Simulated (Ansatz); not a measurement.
The starting structures come from a database of crystals and need not be the phases stable at ambient conditions.

Inside the gap of an insulator the Bloch states are evanescent, with a wavenumber k + iκ along the transport direction.

Here is the system:

```xyz
12
Lattice="3.2577 0.0000 0.0000 -1.6289 2.8230 0.0000 0.0000 0.0049 14.9967" Properties=species:S:1:pos:R:3 pbc="T T T"
Mg     1.6289     0.9455     9.7179
Mg     1.6289     0.9454    14.6848
Mg     0.0000     0.0040    12.2043
Mg     0.0000     0.0092     7.2299
Mg     1.6289     2.8169     2.2105
Mg     0.0000     1.8828     4.7075
O      1.6289     0.9454    12.7712
O      1.6289     0.9494     7.8043
O      1.6289     2.8214     0.2759
O      0.0000     0.0040    10.2878
O      0.0000     0.0017     5.2953
O      0.0000     1.8765     2.7909
```

Space group of this cell: Cm. The cell is strained (lengths along the current scaled by 0.97, ions clamped); by r2SCAN its mean pressure is 4.1 GPa.

Transport runs along the normal of the first two printed cell vectors.

No gap correction and no spin-orbit coupling; mid-gap values are interpolated between computed energies.

Problem. State the band gap and the smallest decay constant κ at mid-gap according to r2SCAN (Ansatz, a first-principles code).

Solution. Gap 4.38 eV on a 10×10×2 mesh; κ = 0.333 1/Å, at the zone centre.
